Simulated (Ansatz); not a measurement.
The parent structure is Ni in the hcp (Mg type) structure (space group P6_3/mmc, No. 194; a = 2.450 Å, c = 4.014 Å; ferromagnetic; relaxed with 0.1 eV smearing). Axes: x lies along a and z along c of the hexagonal cell.

The values are results of PBEsol, PAW, 420 eV (Ansatz, an electronic-structure program; no SOC), earlier PAW set, not measurements.

Base values:

* **Shortest interatomic distance**: 4.630 bohr

The change: uniaxial stress, 2 GPa compression along x; all other stress components relax to zero.

Task: Estimate the effect on the mean lateral Poisson ratio, energy relative to the base and shortest interatomic distance.

Result: The mean lateral Poisson ratio comes out as 0.30; the energy rises by 0.5 meV/atom; the shortest interatomic distance decreases by 0.033 bohr, from 4.630 bohr to 4.597 bohr.

Other magnetic orders, which the real material may have, were not ruled out. Load acts through the strain it causes; cell and atoms are relaxed under it. Beyond what the load breaks, stability against distortions was not tested. This is not the structure that Ni has at room temperature and ambient pressure.
